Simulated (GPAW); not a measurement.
Input and output of a self-consistent single point for CO2 (Pa-3, 12 atoms in the cell) (GPAW).

Method of the run: PBE, GPAW PAW datasets PBE (gpaw-data 1.0.1) (plane waves; GPAW 25.7.0).

```
CO2
1.0
    5.49542     0.00000     0.00000
    0.00000     5.49542     0.00000
    0.00000     0.00000     5.49542
C O
4 8
Cartesian
  0.00000   0.00000   0.00000
  2.74771   0.00000   2.74771
  2.74771   2.74771   0.00000
  0.00000   2.74771   2.74771
  0.67341   0.67341   0.67341
  4.82201   4.82201   4.82201
  2.07430   4.82201   3.42112
  3.42112   0.67341   2.07430
  3.42112   2.07430   4.82201
  2.07430   3.42112   0.67341
  4.82201   3.42112   2.07430
  0.67341   2.07430   3.42112
```

Reference input (self-consistent single point, DFT PBE, plane waves, GPAW PAW datasets PBE (gpaw-data 1.0.1)): mode = pw; ecut = 900 eV; xc = PBE; kpts = 3 3 3; mesh shift (steps) = 0 0 0; occupations.name = methfessel-paxton; occupations.width = 0.01 eV; occupations.order = 0; nbands = -8; convergence.density = 1e-05 e/electron; convergence.bands = -6; symmetry.symmorphic = false. This run's input differs from it in these lines:

```diff
@@ -22,3 +22,3 @@
 
-calc = GPAW(mode=PW(900),
+calc = GPAW(mode=PW(1170),
             xc='PBE',
```

Output (repeated stretches shortened):

```
     iter     time        total  log10-change:
                         energy   eigst   dens
iter:   1 --:--:--  -100.009351   +0.79
iter:   2 --:--:--   -98.930200   -0.83  -0.90
iter:   3 --:--:--   -95.229646   -0.77  -0.93
iter:   4 --:--:--   -94.797980   -1.40  -1.22
iter:   5 --:--:--   -94.852480   -0.92  -1.37
iter:   6 --:--:--   -94.857517   -1.53  -1.70
iter:   7 --:--:--   -94.616760   -1.91  -1.62
iter:   8 --:--:--   -94.557115   -2.11  -1.93
iter:   9 --:--:--   -94.556908   -2.54  -2.94
iter:  10 --:--:--   -94.556987c  -1.83  -3.01
iter:  11 --:--:--   -94.557341c  -2.36  -2.85
   [... lines left out ...]
iter:  26 --:--:--   -94.556655c  -3.21  -4.19
iter:  27 --:--:--   -94.556654c  -3.36  -4.64
iter:  28 --:--:--   -94.556654c  -2.92  -5.25c
iter:  29 --:--:--   -94.556654c  -3.36  -5.20c
iter:  30 --:--:--   -94.556654c  -3.29  -5.38c
iter:  31 --:--:--   -94.556654c  -3.77  -5.50c
iter:  32 --:--:--   -94.556654c  -3.31  -5.65c
   [... 28 lines left out ...]
iter:  61 --:--:--   -94.556654c  -6.83  -9.52c
iter:  62 --:--:--   -94.556654c  -6.99  -9.43c
iter:  63 --:--:--   -94.556654c  -7.37  -9.61c
iter:  64 --:--:--   -94.556654c  -7.13  -9.71c
iter:  65 --:--:--   -94.556654c  -7.53c -10.73c
Converged after 65 iterations.

Dipole moment: (0.000000, 0.000000, 0.000000) |e|*Ang

Energy contributions relative to reference atoms: (reference = -20437.330871)

Kinetic:       +115.144736
Potential:     -127.379968
External:        +0.000000
XC:             -84.171319
Entropy (-ST):   +0.000000
Local:           +1.849897
SIC:             +0.000000
--------------------------
Free energy:    -94.556654
Extrapolated:   -94.556654

Showing only first 2 kpts
 Kpt  Band  Eigenvalues  Occupancy
  0    30     -2.41195    2.00000
  0    31     -2.41195    2.00000
  0    32      4.48636    0.00000
  0    33      5.58430    0.00000

  1    30     -2.55661    2.00000
  1    31     -2.44686    2.00000
  1    32      5.20742    0.00000
  1    33      5.50116    0.00000

Fermi level: -0.09088

Gap: 6.898 eV
Transition (v -> c):
   [... lines left out ...]
  6 O    -0.18140   -0.18140    0.18140
  7 O     0.18140    0.18140   -0.18140
  8 O     0.18140   -0.18140   -0.18140
  9 O    -0.18140    0.18140    0.18140
 10 O    -0.18140    0.18140   -0.18140
 11 O     0.18140   -0.18140    0.18140

Stress tensor:
    -0.019506     0.000000     0.000000
     0.000000    -0.019506     0.000000
     0.000000     0.000000    -0.019506
Stress (GPa, Voigt): [-3.1253 -3.1253 -3.1253  0.      0.      0.    ]
```

The run converged in 65 iterations. GPAW prints stress with tension positive. Against the reference run the free energy falls by 2.6 meV/atom, the largest force hardly changes (0.320 to 0.314 eV/Å) and the gap on the mesh stays at 6.898 eV.

The starting cell comes from a database of computed structures (which also holds hypothetical and non-ambient phases and stackings), without a prior relaxation at this level. Its lattice was rescaled by a random factor within 2.5 % of one.

Cost on one core of a shared machine: roughly 3 min.
